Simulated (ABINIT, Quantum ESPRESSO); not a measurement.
An ABINIT input for a self-consistent single point of Li₂O (Fm-3m, 3 atoms in the cell) (DFT, PBE, plane waves, norm-conserving pseudopotentials (PseudoDojo nc-sr-05 PBE standard)):

```
# Li2O, PseudoDojo nc-sr-05 PBE standard
pp_dirpath "./"
pseudos "Li.upf, O.upf"
acell 3.2651999124 3.2651999124 3.2651999124 Angstrom
rprim
        -0.0000000000    0.7071067812    0.7071067812
         0.7071067812   -0.0000000000    0.7071067812
         0.7071067812    0.7071067812   -0.0000000000
natom 3
ntypat 2
znucl 3 8
typat 1 1 2
xred
         0.2500000000    0.2500000000    0.2500000000
         0.7500000000    0.7500000000    0.7500000000
         0.0000000000    0.0000000000    0.0000000000
ecut 42 Ha
occopt 3
tsmear 0.01 eV
nband 11
kptopt 1
ngkpt 12 12 12
nshiftk 1
shiftk 0 0 0
nstep 60
tolvrs 1.0e-10
prtwf 0
prtden 0
enunit 2
```

Problem. Give the Quantum ESPRESSO input for the same structure, mesh, smearing and functional.

Solution. One input that does it (others would too):

```fortran
&control
 calculation = 'scf'
 prefix = 'pwscf'
 outdir = './tmp'
 pseudo_dir = './'
 tprnfor = .true.
 tstress = .true.
/
&system
 ibrav = 2
 celldm(1) = 8.72616943
 nat = 3
 ntyp = 2
 ecutwfc = 55
 ecutrho = 440
 occupations = 'smearing'
 smearing = 'fd'
 degauss = 0.000734986
/
&electrons
 conv_thr = 1.0d-10
/
ATOMIC_SPECIES
Li     6.9400  li_pbe_v1.4.uspp.F.UPF
O     15.9990  O.pbe-n-kjpaw_psl.0.1.UPF
ATOMIC_POSITIONS angstrom
Li   -1.15442250    1.15442250    1.15442250
Li   -3.46326750    3.46326750    3.46326750
O     0.00000000    0.00000000    0.00000000
K_POINTS automatic
12 12 12  0 0 0
```

Basis, cutoffs, solver keys and any potentials are the target program's own. This input uses DFT, PBE, plane waves, SSSP 1.1.2 efficiency (PBE) pseudopotentials. Both were run: pressure 0.22 GPa in ABINIT and 0.27 in Quantum ESPRESSO; gap on the mesh 5.009 eV in ABINIT and 4.989 in Quantum ESPRESSO.

On ABINIT: the starting cell has typed, rounded lattice constants, without a prior relaxation at this level. Its lattice was rescaled by a random factor within 2.5 % of one.

On Quantum ESPRESSO: the starting cell has typed, rounded lattice constants, without a prior relaxation at this level. Its lattice was rescaled by a random factor within 2.5 % of one.
